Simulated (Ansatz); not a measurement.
System: WO₃ (P2₁/c, No. 14). Method: LDA (Ansatz, a first-principles code, plane waves, PAW).

Run with plane-wave cutoff 520 eV, 6×6×6 k mesh, Fermi–Dirac smearing 0.01 eV, no spin polarisation, scalar-relativistic PAW data made under PBE.

Cell (relaxed at this level):

```
CELL_PARAMETERS angstrom
      7.44679     0.00000    -0.00025
      0.00000     7.32811     0.00000
     -0.15254     0.00000     7.64751
ATOMIC_POSITIONS crystal
  W  0.47833 0.24784 0.22044
  W  0.52167 0.75216 0.77956
  W  0.52167 0.74784 0.27956
  W  0.47833 0.25216 0.72044
  W  0.98142 0.24099 0.28050
  W  0.01858 0.75901 0.71950
  W  0.01858 0.74099 0.21950
  W  0.98142 0.25901 0.78050
  O  0.99240 0.21678 0.00783
  O  0.00760 0.78322 0.99217
  O  0.00760 0.71678 0.49217
  O  0.99240 0.28322 0.50783
  O  0.49116 0.21937 0.49226
  O  0.50884 0.78063 0.50774
  O  0.50884 0.71937 0.00774
  O  0.49116 0.28063 0.99226
  O  0.03945 0.99831 0.28323
  O  0.96055 0.00169 0.71677
  O  0.96055 0.49831 0.21677
  O  0.03945 0.50169 0.78323
  O  0.54009 0.49732 0.28004
  O  0.45991 0.50268 0.71996
  O  0.45991 0.99732 0.21996
  O  0.54009 0.00268 0.78004
  O  0.25796 0.71037 0.24738
  O  0.74204 0.28963 0.75262
  O  0.74204 0.21037 0.25262
  O  0.25796 0.78963 0.74738
  O  0.75831 0.79136 0.25208
  O  0.24169 0.20864 0.74792
  O  0.24169 0.29136 0.24792
  O  0.75831 0.70864 0.75208
```

Q: Give the computed band gap.

A: 
- band gap = 1.47 eV (on the SCF k mesh)

Note: the relaxation could not lower the start's symmetry, so the cell can be a saddle point above a distorted one.

Spin–orbit coupling is not included.

The result took around 80 core-minutes (rough).
